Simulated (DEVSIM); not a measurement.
Device: abrupt Si n-p junction, at 250 K.

Layer 1 from the left is Si, thickness (μm) 1.60, Nd (cm⁻³) 4.8e17, τn (s) 1.6e-7, τp (s) 1.6e-7. Layer 2 from the left is Si, thickness (μm) 30.0, Na (cm⁻³) 5.3e17, τn (s) 1.6e-7, τp (s) 1.6e-7.

Left contact: ohmic. Right contact: ohmic. Voltage is applied to the left contact. Recombination: SRH at mid-gap, Auger. Mobility is constant in doping.

Constants are typed, rounded textbook-type inputs, not results; the design itself was drawn at random and stands for no fabricated device. Values at 300 K; Nc and Nv go as T^1.5, mobilities as T to minus their exponent, the gap by Varshni's rule with the affinity fixed.

Si: gap (eV) 1.124, affinity (eV) 4.05, permittivity 11.7, Nc (cm⁻³) 2.86e19, Nv (cm⁻³) 3.1e19, μn (cm²/Vs) 1417, μp (cm²/Vs) 470, T exponent of μn 2.3, T exponent of μp 2.2, Cn (cm⁶/s) 2.8e-31, Cp (cm⁶/s) 9.9e-32, Varshni α (eV/K) 0.000473, Varshni β (K) 636.

Estimate by hand the built-in potential, the peak field at zero bias, and compare with a numerical solution.


- Built-in potential: ni = √(Nc Nv) exp(−Eg/2kT) = 8.01e7 cm⁻³ with Eg = 1.136 eV; Vbi = kT/q ln(Na Nd/ni²) = 0.972 V; numerical 0.972 V.
- Peak field at zero bias: depletion approximation: W = √(2εVbi/(qN)) = 0.0706 μm with N = 2.52e17 cm⁻³; field = 2Vbi/W = 275000 V/cm; numerical 269000 V/cm (estimate above by 2.3 %).

Model (solved in DEVSIM): 1D drift-diffusion, Boltzmann statistics, complete ionisation; no tunnelling, impact ionisation, image-force lowering or self-heating.
